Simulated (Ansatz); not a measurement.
Start from ZrO$_{2}$ in the anatase structure (space group I4_1/amd, No. 141; a = 3.998 Å, c = 10.654 Å; a cell from a computed database, its experimental status unchecked).

Computed with DFT with PBEsol, PAW potentials and a 420 eV plane-wave cutoff in Ansatz (an electronic-structure program), without spin-orbit coupling, earlier PAW set.

Before the change:

| Item | Value |
|---|---|
| Gap character | indirect, M → Γ |
| Gap between the host's bands | 3.91 eV |

The change: electron doping at 1.0×10^22 cm⁻³ (0.851 per cell), with a uniform compensating background at fixed cell and a 300 K Fermi–Dirac width.

**Question.** What does the calculation give for the Fermi level from band edge after the change?

**Answer.** The Fermi level relative to the doped band's edge (positive inside the band; to 0.05 eV) is +1.10 eV.

**Question.** Estimate the effect on the gap character.

**Answer.** The gap character stays indirect, M → Γ.

**Question.** How does this affect the gap between the host's bands?

**Answer.** The gap between the host's bands grows by 0.26 eV (3.91 eV → 4.17 eV).

Charged cell with a jellium background: band edges are those of the host's band count, energies are not comparable with the neutral cell, and many-body gap narrowing is missing. Stability against distortions was not tested. This is not the structure that ZrO2 has at room temperature and ambient pressure.
